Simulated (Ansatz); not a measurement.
Hypothetical Fm-3m MoTe2 under a change: uniaxial strain ε_zz = −3.77 %

Take MoTe$_{2}$ (space group Fm-3m, No. 225; a = 6.565 Å; a hypothetical phase, not in the database extracts checked; relaxed with 0.1 eV smearing) as the base. Axes: x, y, z lie along the cube axes.

One thing is altered: the cell is compressed by 3.77 % along z with no lateral relaxation, atoms relaxed at fixed cell.

Computed with PBEsol (Ansatz, an electronic-structure program; PAW; 420 eV plane waves; no SOC), earlier PAW set. Settings: 15×15×15 k-points, 0.1 eV Fermi–Dirac smearing.

```json
[
 {"quantity": "volume per atom", "base": "23.58 Å³", "changed": "22.69 Å³", "shift": "-0.89 Å³"},
 {"quantity": "space group", "base": "Fm-3m (No. 225)", "changed": "I4/mmm (No. 139)", "shift": "–"},
 {"quantity": "shortest interatomic distance", "base": "2.843 Å", "changed": "2.808 Å", "shift": "-0.035 Å"},
 {"quantity": "energy relative to the base (free energy F)", "base": "0 meV/atom", "changed": "+15 meV/atom", "shift": "+15 meV/atom"},
 {"quantity": "pressure (mean of the normal stresses, compression positive)", "base": "0.0 GPa", "changed": "4.2 GPa", "shift": "+4.2 GPa"},
 {"quantity": "band gap", "base": "zero", "changed": "zero", "shift": "–"},
 {"quantity": "stress (xx, yy, zz, yz, xz, xy; compression positive)", "base": "–", "changed": "(3.6, 3.6, 5.5, 0.0, 0.0, 0.0) GPa", "shift": "–"}
]
```

Stability against distortions was not tested. The final runs are not spin-polarised. MoTe2 has a high density of states at the Fermi level and may be magnetic at this level.
